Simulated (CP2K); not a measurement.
Band structure of Ti2Te2P (R-3m, 5 atoms in the cell).

```
Ti2Te2P
1.0
   10.16533     0.00000     0.00000
    9.50991     3.59104     0.00000
    9.50991     1.73571     3.14370
Ti Te P
2 2 1
Direct
  0.62216   0.62216   0.62216
  0.37784   0.37784   0.37784
  0.22825   0.22825   0.22825
  0.77175   0.77175   0.77175
  0.00000   0.00000   0.00000
```

Level of theory: LDA (Pade form), GPW, DZVP-MOLOPT-SR-GTH basis, GTH-PADE potentials (GTH_POTENTIALS) in CP2K.

Settings: CUTOFF = 600 Ry; REL_CUTOFF = 40 Ry; SMEAR/METHOD = FERMI_DIRAC; ELECTRONIC_TEMPERATURE = 1160.45 K; KPOINTS/SCHEME = MACDONALD 6 6 6 0.08333333333 0.08333333333 0.08333333333; XC_FUNCTIONAL = PADE; Ti/BASIS_SET = DZVP-MOLOPT-SR-GTH-q12; Ti/POTENTIAL = GTH-PADE-q12; Te/BASIS_SET = DZVP-MOLOPT-SR-GTH-q6; Te/POTENTIAL = GTH-PADE-q6; P/BASIS_SET = DZVP-MOLOPT-SR-GTH-q5; P/POTENTIAL = GTH-PADE-q5; METHOD = GPW; EPS_DEFAULT = 1e-10.

The starting cell comes from a database of computed structures (which also holds hypothetical and non-ambient phases and stackings), without a prior relaxation at this level. Spin-orbit coupling is off. Spin polarisation is off; with an odd number of electrons in the cell that forces a metal, and a magnetic state may lie lower. Values carry the incompleteness of an atom-centred basis.

Levels in eV from the Fermi level, bands 17 to 22:
| point | 17 | 18 | 19 | 20 | 21 | 22 |
|---|---|---|---|---|---|---|
| Γ | -0.74 | -0.24 | -0.10 | -0.10 | 0.10 | 1.05 |
| L | -2.65 | -1.32 | -1.16 | -1.10 | -0.62 | 1.25 |
| Z | -0.73 | -0.73 | -0.10 | -0.10 | 0.45 | 1.05 |
| F | -2.40 | -2.10 | -1.05 | -0.76 | -0.76 | 1.26 |
| P1 | -2.51 | -1.84 | -1.09 | -0.82 | -0.71 | 1.26 |
| P | -2.51 | -1.84 | -1.09 | -0.82 | -0.71 | 1.26 |

Bands cross the Fermi level along this path, so the cell is metallic at this level.

Higher empty bands are left out: an atom-centred basis made for the valence describes them poorly.
